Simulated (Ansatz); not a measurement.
## Carrier properties of Sr$_{3}$AsN (Pm-3m)

Consider the following.

```
CELL_PARAMETERS angstrom
      5.04132     0.00000     0.00000
      0.00000     5.04132     0.00000
      0.00000     0.00000     5.04132
ATOMIC_POSITIONS crystal
  Sr 0.00000 0.50000 0.50000
  Sr 0.50000 0.00000 0.50000
  Sr 0.50000 0.50000 0.00000
  As 0.00000 0.00000 0.00000
  N  0.50000 0.50000 0.50000
```

The numbers are results of PBEsol, rigid bands (plane waves, PAW, scalar-relativistic; Ansatz, an electronic-structure program), not measurements. How the cell was made: cell and atoms relaxed with PBEsol.

```yaml
band_gap: 0.38 eV
electron conductivity mass (300 K, dilute): 0.34 mₑ
effective density of states N_c (300 K): 1.0e19 cm⁻³
density_of_states_mass_electrons: 0.56 mₑ
Seebeck coefficient, n-type 1e19 cm⁻³, 300 K: -233 μV/K
best n-type power factor at 300 K for τ = 10 fs (best axis; densities from 1e16 to 1e21 cm⁻³ tried, whether or not they can be reached): 5.8 μW/(cm·K²) at 1e20 cm⁻³
```

Rigid bands; masses and Seebeck coefficients take one relaxation time τ for all states and one kind of carrier; polarons and phonon drag are left out. Spin-orbit coupling is left out.

Computed structure with no diffraction record at hand here (it may be known, metastable or hypothetical): Sr3AsN (Pm-3m).
